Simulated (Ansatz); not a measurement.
# A computed series for In2Au: response to strain

Consider In$_{2}$Au (space group Fm-3m, No. 225; a = 6.540 Å; relaxed with 0.1 eV smearing). Axes: x, y, z lie along the cube axes.

Strains are applied to the cell and any free atomic positions relax; under biaxial strain the out-of-plane vector relaxes too.

Calculations: PBEsol (Ansatz, a first-principles code), without spin-orbit coupling.

Notes on the quantities. pressure: mean of the normal stresses, compression positive; energy relative to the base: free energy F.

```tsv
variant	shortest interatomic distance	pressure	space group	energy relative to the base
base	2.832 Å	0.0 GPa	Fm-3m (No. 225)	0 meV/atom
biaxial strain −4.62 %, plane normal [001], relaxed out of plane	2.807 Å	2.7 GPa	I4/mmm (No. 139)	(withheld)
biaxial strain +0.95 %, plane normal [001], relaxed out of plane	2.839 Å	-0.5 GPa	I4/mmm (No. 139)	+1.1 meV/atom
biaxial strain +1.23 %, plane normal [001], relaxed out of plane	2.842 Å	(withheld)	I4/mmm (No. 139)	(withheld)
biaxial strain +3.04 %, plane normal [001], relaxed out of plane	2.859 Å	-1.6 GPa	I4/mmm (No. 139)	(withheld)
isotropic strain −2.17 %	2.770 Å	5.5 GPa	Fm-3m (No. 225)	+24 meV/atom
uniaxial strain ε_zz = +1.17 %	2.843 Å	-0.8 GPa	I4/mmm (No. 139)	+0.9 meV/atom
```

Problem. What belongs in the blanks?

Solution. 
- biaxial strain −4.62 %, plane normal [001], relaxed out of plane, energy relative to the base: +27 meV/atom
- biaxial strain +1.23 %, plane normal [001], relaxed out of plane, pressure: -0.7 GPa
- biaxial strain +1.23 %, plane normal [001], relaxed out of plane, energy relative to the base: +1.8 meV/atom
- biaxial strain +3.04 %, plane normal [001], relaxed out of plane, energy relative to the base: +11 meV/atom

Whether these cells are dynamically stable was not tested.
